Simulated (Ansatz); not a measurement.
Consider AlIr in the CsCl type structure (space group Pm-3m, No. 221; a = 2.990 Å; a cell from a computed database, its experimental status unchecked; relaxed with 0.1 eV smearing). Axes: x, y, z lie along the cube axes.

Method: Ansatz (an electronic-structure program), PBEsol, PAW, cutoff 420 eV, no spin-orbit coupling.

For the base:

The pressure is 0.0 GPa.

Perturbation: tensile biaxial strain of 1.05 % in the plane normal to [001], as in epitaxy on a mismatched substrate; the out-of-plane cell vector and the atoms relax.

Question: How does this affect the ratio −ε⊥/ε∥?

Answer: The ratio −ε⊥/ε∥ is 0.96.

Question: Estimate the effect on the pressure.

Answer: The pressure (mean of the normal stresses, compression positive) goes from zero to -2.5 GPa.

Whether these cells are dynamically stable was not tested. The final runs are not spin-polarised.
